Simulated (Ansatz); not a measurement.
The parent structure is InSb in the zinc blende structure (space group F-43m, No. 216; a = 6.450 Å).

The values are results of LDA, PAW, 420 eV (Ansatz, a first-principles code; no spin-orbit coupling), not measurements.

Base values:

```
Quantity    Value
--------  -------
Pressure  0.0 GPa
Band gap     zero
```

The change: every lattice vector is stretched by 2.50 %; the atoms relax in the strained cell.

Q: What happens to the energy relative to the base?

A: The energy goes up by 25 meV/atom.

Q: Predict the new pressure.

A: The pressure goes from zero to -2.9 GPa.

Q: How does this affect the band gap?

A: The band gap is still zero.

With Sb present, leaving out spin-orbit coupling can change the band edges. Stability against distortions was not tested. All final runs are without spin polarisation. A zero or small gap of InSb can be the functional's error rather than a property of the material.
